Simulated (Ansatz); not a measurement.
For PdGe₂ (model structure, started from the fluorite type, Fm-3m, No. 225, 3 atoms in the cell), PBE (PAW; Ansatz, a quantum-chemistry and plane-wave program) gives:

| Quantity | Result |
|---|---|
| lattice constant a | 6.077 Å |
| formation enthalpy | -0.212 eV/atom |

Q: What does PBE-D3(BJ) in Ansatz (plane waves, PAW) give for the same quantities?

A: 
- lattice constant a: 6.003 Å (shrinks by 1.2 %)
- formation enthalpy: -0.219 eV/atom (moves by -0.007 eV/atom)

Changes are worked out from the printed values.

Unless a cell is named, each level is at its own relaxed cell (PBE 18.70, PBE-D3(BJ) 18.03 Å³/atom).

Ansatz's density-functional and Hartree–Fock values are scalar-relativistic unless marked +SOC, with PAW data made under PBE.

A model structure was made by putting elements into a prototype or built by hand; it is no filed structure, need not be a known phase, and can be a saddle point held by its symmetry.
